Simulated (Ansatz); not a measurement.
# SrScHO₂ (model structure, started from the SrVO2H type, P4/mmm, No. 123, 5 atoms in the cell)

The numbers are results of LDA in Ansatz (PAW), not measurements.

Run with plane-wave cutoff 520 eV, 8×8×10 k mesh (along the axes of the cell as run), Fermi–Dirac smearing 0.01 eV, scalar-relativistic PAW data made under PBE.

Cell (relaxed at this level):

ScSrHO2 is modelled in the tetragonal space group P4/mmm (No. 123), Pearson symbol tP5. Conventional cell: a = 4.047 Å, b = 4.047 Å, c = 3.769 Å, α = 90.00°, β = 90.00°, γ = 90.00°. Sr on 1d sees 8 O at 2.765 Å and 4 H at 2.862 Å (cuboctahedral). Sc on 1a is surrounded by 2 H at 1.884 Å and 4 O at 2.024 Å (octahedral). O on 2f is surrounded by 2 Sc at 2.024 Å and 4 Sr at 2.765 Å (octahedral). H on 1b sees 2 Sc at 1.884 Å and 4 Sr at 2.862 Å (octahedral). (Neighbours: up to the widest gap in distance over summed covalent radii, below 1.35, at either atom; cation-cation and far metal-metal contacts left out.)

- band gap = 2.07 eV
- smallest direct gap on the k points sampled = 2.51 eV
- Γ–Γ gap = 4.05 eV

Note: the relaxation could raise the start's symmetry but not lower it, so the cell can be a saddle point.

Spin–orbit coupling is not included.

Static lattice: no zero-point or thermal effects.

A model structure was made by putting elements into a prototype or built by hand; it is no filed structure, need not be a known phase, and can be a saddle point held by its symmetry.

Ansatz is an electronic-structure program.
